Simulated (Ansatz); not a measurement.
Symmetric slabs, relaxed from ideal cuts in 1x1 cells, of elemental solids: surface energy (J/m²) by functional, in Ansatz (plane waves, PAW). All structures are PBE's; the other columns are single points with references at the same level. No spin-orbit coupling, Hubbard U or dispersion. The rows are a random draw from the class, without slabs that broke up, higher cuts of a face and adsorbates that left their site.

| system | PBE (J/m²) | r2SCAN (J/m²) |
|---|---|---|
| bcc Li (310), ideal cut with outer spacing 1.09 Å | 0.50 | ? |
| hcp Sc (11-23), ideal cut with outer spacing 0.60 Å | 1.35 | 1.44 |
| bcc V (311), ideal cut with outer spacing 0.45 Å | 2.68 | 2.89 |
| bcc Na (321), ideal cut with outer spacing 1.12 Å | 0.23 | 0.26 |
| bcc Li (221), ideal cut with outer spacing 0.57 Å | 0.53 | 0.54 |
| beta tin (320), ideal cut with outer spacing 0.82 Å | 0.41 | 0.48 |
| hcp Ti (31-42), ideal cut with outer spacing 0.23 Å | 2.00 | 2.17 |
| hcp Mg (21-33), ideal cut with outer spacing 0.15 Å | 0.71 | 0.80 |

### Question
Fit a straight line y = a·x + b by least squares to the 7 complete rows (x: PBE (J/m²); y: r2SCAN (J/m²)).

### Answer
the means are x̄ = 1.1300 and ȳ = 1.2257; Σ(x − x̄)² = 5.0726 and Σ(x − x̄)(y − ȳ) = 5.4446, so a = 1.073 and b = ȳ − a·x̄ = 0.013. The largest residual is 0.042.

### Question
What does the line predict for the withheld row, bcc Li (310), ideal cut with outer spacing 1.09 Å, and what did the calculation give?

### Answer
the line gives 0.55; the calculation gave 0.50, a miss of -0.05, of the size of the fitted rows' scatter and rounding.

Ansatz is a program for electronic structure.
